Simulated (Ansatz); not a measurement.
## Ca: x(Ti) = 0.5, 4 atoms, C2/m

Base system: Ca in the fcc (Cu type) structure (space group Fm-3m, No. 225; a = 5.455 Å).

The other end (x = 1) is Ti in the fcc (Cu type) structure (space group Fm-3m, No. 225; a model cell): 16.68 Å³/atom, gap zero; this end may not be an ambient phase.

Perturbation: a fraction x = 0.5 of the Ca sites is given to Ti, ordered in a cell of 4 atoms (starting symmetry C2/m) and fully relaxed.

All numbers come from Ansatz (a quantum-chemistry and plane-wave program), PBEsol, PAW, cutoff 420 eV, no spin-orbit coupling. Settings: 16×16×6 k-points, 0.05 eV Fermi–Dirac smearing, for the changed cell.

```csv
quantity,base,changed,shift
shortest interatomic distance,7.289 bohr,4.674 bohr,-2.6159 bohr
band gap,zero,zero,–
mixing energy (to 0.01 eV only: unlike meshes or grids),–,+0.47 eV/atom,–
deviation of the volume from the linear (Vegard-type) interpolation,–,-6.1 %,–
```

These are small ordered cells, not random alloys; other orderings at the same x differ. Whether these cells are dynamically stable was not tested. The final runs are not spin-polarised. CaTi has a high density of states at the Fermi level and may be magnetic at this level. Under x(Ti) = 0.5, 4 atoms, C2/m the cell changed shape so far that it is another structure. This is not the structure that Ti has at room temperature and ambient pressure.
